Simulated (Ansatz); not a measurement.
BeS, response to strain

Take BeS in the zinc blende structure (space group F-43m, No. 216; a = 4.8686 Å) as the base. Axes: x, y, z lie along the cube axes.

Strains are applied to the cell and any free atomic positions relax.

Computed with Kohn–Sham DFT with the r2SCAN functional, run in Ansatz (a quantum-chemistry and plane-wave program) with PAW and 500 eV plane waves, no SOC.

```json
[
 {"change": "base", "band gap": "3.59 eV", "electron mass": "0.79 mₑ along k, 0.29 mₑ across (at X)", "volume per atom": "14.43 Å³"},
 {"change": "uniaxial strain ε_zz = −3.00 %", "band gap": "(withheld)", "electron mass": "(withheld)", "volume per atom": "13.99 Å³"},
 {"change": "uniaxial strain ε_zz = −2.50 %", "band gap": "3.31 eV", "electron mass": "0.75 mₑ along k, 0.29 mₑ across (at X)", "volume per atom": "14.06 Å³"},
 {"change": "uniaxial strain ε_zz = −2.00 %", "band gap": "3.36 eV", "electron mass": "0.76 mₑ along k, 0.29 mₑ across (at X)", "volume per atom": "14.14 Å³"},
 {"change": "uniaxial strain ε_zz = −1.50 %", "band gap": "3.42 eV", "electron mass": "0.77 mₑ along k, 0.29 mₑ across (at X)", "volume per atom": "14.21 Å³"},
 {"change": "uniaxial strain ε_zz = −1.00 %", "band gap": "3.48 eV", "electron mass": "0.77 mₑ along k, 0.29 mₑ across (at X)", "volume per atom": "14.28 Å³"},
 {"change": "uniaxial strain ε_zz = −0.50 %", "band gap": "3.53 eV", "electron mass": "0.78 mₑ along k, 0.29 mₑ across (at X)", "volume per atom": "14.35 Å³"}
]
```

Problem. What belongs in the blanks?

Solution. 
- uniaxial strain ε_zz = −3.00 %, band gap: 3.25 eV
- uniaxial strain ε_zz = −3.00 %, electron mass: 0.74 mₑ along k, 0.29 mₑ across (at X)

Effective masses come from finite differences of ±0.01 Å⁻¹. Along k means along the line from Γ to the band edge. Whether these cells are dynamically stable was not tested.
